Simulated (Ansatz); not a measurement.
The cell is built on a prototype and need not be the phase stable at ambient conditions.

By PBEsol, the system below comes out a metal.

Without scattering a metal conducts by its projected Fermi surface.

Consider the following.

```
CELL_PARAMETERS angstrom
      5.10105     0.00000     0.00000
      0.00000     5.10105     0.00000
      2.55053    -2.55053     3.60699
ATOMIC_POSITIONS crystal
  Ga 0.87500 0.37500 0.25000
  Ga 0.37500 0.87500 0.75000
  Ga 0.87500 0.87500 0.75000
  Ga 0.87500 0.87500 0.25000
  Pt 0.25000 0.25000 0.50000
  Pt 0.50000 0.50000 0.00000
```

Space group of this cell: Fd-3m, cubic Laves (MgCu2 type). The cell was relaxed by PBE-D3(BJ); by PBEsol its mean pressure is -1.0 GPa.

The current flows along the normal of the first two printed cell vectors. No spin-orbit coupling; the value is a mean over 0.1 eV about the Fermi level.

### Question
Estimate the ballistic conductance per area that PBEsol in Ansatz (a program for electronic structure) returns for this system.

### Answer
0.76 × 10¹⁵ S/m² for both spins.
